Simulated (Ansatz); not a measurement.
## A computed series for Rh: response to strain

Consider Rh in the fcc (Cu type) structure (space group Fm-3m, No. 225; relaxed with 0.1 eV smearing).

```xyz
1
Lattice="0.0000 1.9008 1.9008 1.9008 0.0000 1.9008 1.9008 1.9008 0.0000" Properties=species:S:1:pos:R:3 pbc="T T T"
Rh     0.0000     0.0000     0.0000
```

Strains are applied to the cell and any free atomic positions relax.

Calculations: plane-wave PAW DFT at the r2SCAN level (Ansatz, a program for electronic structure, 500 eV), without spin-orbit coupling.

```csv
isotropic strain (%),pressure (GPa)
0,0.0
0.5,-4.0
1,-7.7
1.5,?
2,-14.2
2.5,-17.1
3,-19.7
```

Fit P = P₀ − Bδ + Cδ² with δ = (1 + ε)³ − 1 to the rows shown and predict the withheld row.

Least squares on the printed values gives P₀ = 0.0 GPa, B = 272 GPa, C = 644 GPa (largest residual 0.0 GPa); this predicts -11.1 GPa, and the run gives -11.1 GPa, in agreement.

Whether these cells are dynamically stable was not tested. The final runs are not spin-polarised. Rh lies near a magnetic instability that expansion can trigger; it was not tested.
